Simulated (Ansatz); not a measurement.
The parent structure is CdS in the zinc blende structure (space group F-43m, No. 216; a = 5.9266 Å).

Levels (all Ansatz, a quantum-chemistry and plane-wave program, PAW): PBE (420 eV, no SOC); PBE+SOC (420 eV, spin-orbit coupling included).

The geometry is relaxed with PBE.

PBE lowest conduction level above the VBM at special points: Γ 1.04 eV; L 2.94 eV; X 3.63 eV; U 4.23 eV
PBE valence-band top at Γ: 0.00, 0.00, 0.00 eV

What does PBE+SOC give at this geometry for the lowest conduction level above the VBM at special points, valence-band top at Γ and hole mass?

The lowest conduction level above the VBM at special points goes from Γ 1.04 eV; L 2.94 eV; X 3.63 eV; U 4.23 eV to Γ 1.03 eV; L 2.92 eV; X 3.61 eV; U 4.21 eV; the valence-band top at Γ (three highest Kramers pairs, from the VBM) becomes 0.00, 0.00, -0.05 eV (PBE: 0.00, 0.00, 0.00 eV); the hole mass (degenerate bands, along [100]) is 0.17, 0.95 mₑ (at Γ). The threefold valence maximum splits by Δso ≈ 48 meV.

Single points use the geometry relaxed with PBE. Differences between runs with and without spin-orbit coupling are approximate. The levels and masses belong to the bands next to the band gap. Masses are band curvatures over ±0.01 Å⁻¹ around the edge. Whether these cells are dynamically stable was not tested.
